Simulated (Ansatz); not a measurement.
PBE against PBEsol: BAs, As → P

Base system: BAs in the zinc blende structure (space group F-43m, No. 216; a = 4.8093 Å).

(Cell as relaxed with PBE.)

Levels (all Ansatz, a quantum-chemistry and plane-wave program, PAW): PBE (420 eV, scalar-relativistic without spin-orbit coupling); PBEsol (420 eV, no spin-orbit coupling).

Each level relaxes its own structure.

```csv
base,PBE,PBEsol
volume per atom,13.90 Å³,13.55 Å³
lattice parameter a,4.809 Å,4.768 Å
band gap,1.21 eV,1.08 eV
```

The change: every As is replaced by P; the structure is relaxed again.

| quantity | PBE | PBEsol |
|---|---|---|
| smallest direct gap | 3.39 eV | … |
| hole mass (degenerate bands, along [100]) | 0.26, 0.26, 0.33 mₑ (at Γ) | … |
| band gap | 1.25 eV | … |

Q: Given the PBE results, estimate those of PBEsol.

A: 
- smallest direct gap, PBEsol: 3.38 eV
- hole mass (degenerate bands, along [100]), PBEsol: 0.25, 0.25, 0.34 mₑ (at Γ)
- band gap, PBEsol: 1.11 eV

PBE's smallest direct gap lies 0.01 eV above PBEsol's; PBE's band gap lies 0.14 eV above PBEsol's. Neither level is exact; PBEsol is the comparison here, not a measurement.

Masses are band curvatures over ±0.01 Å⁻¹ around the edge. Whether these cells are dynamically stable was not tested.
